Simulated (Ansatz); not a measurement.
OH on the 1x1 (10-10) surface of wurtzite CdS (cut with top plane Cd + S), one in a 2x1 cell, energies for each (57.3 Å²). Energies are against H2O(g) − ½ H2(g), without zero-point or thermal terms; each row is named by its start. No converged result for: 5 more starts.

Host crystal: wurtzite CdS, with a band gap (PBE, scalar-relativistic without spin-orbit coupling).

Method: PBE (plane waves to 420 eV, PAW; Ansatz, a quantum-chemistry and plane-wave program).

Slab: 26 atoms, 8.9 Å thick at the start under the adsorbate (thin: gaps and levels are the slab's own); k 3x3x1, smearing 0.01 eV, dipole-corrected; 12 atoms held, the rest relaxed; each run with such symmetry as its start has; spin-polarised, no spin-orbit, no U, no dispersion correction.

A negative adsorption energy means that the adsorbate is more stable on the surface than in its reference. Starts that drift may end in the same place. Heights count from the host atoms within 0.3 Å of the top one.

```
starting site           E_ads (eV)  height (Å)  nearest host atom (Å)  bonded to  change of the vacuum step (eV)  lateral drift (Å)  moment (μB)
----------------------  ----------  ----------  ---------------------  ---------  ------------------------------  -----------------  -----------
over Cd at depth 1.2 Å        1.91        1.15                Cd 2.18         Cd                           -0.26                2.4          1.0
over S at depth 1.5 Å         2.01        0.87                Cd 2.18         Cd                            0.44                0.9          1.0
```
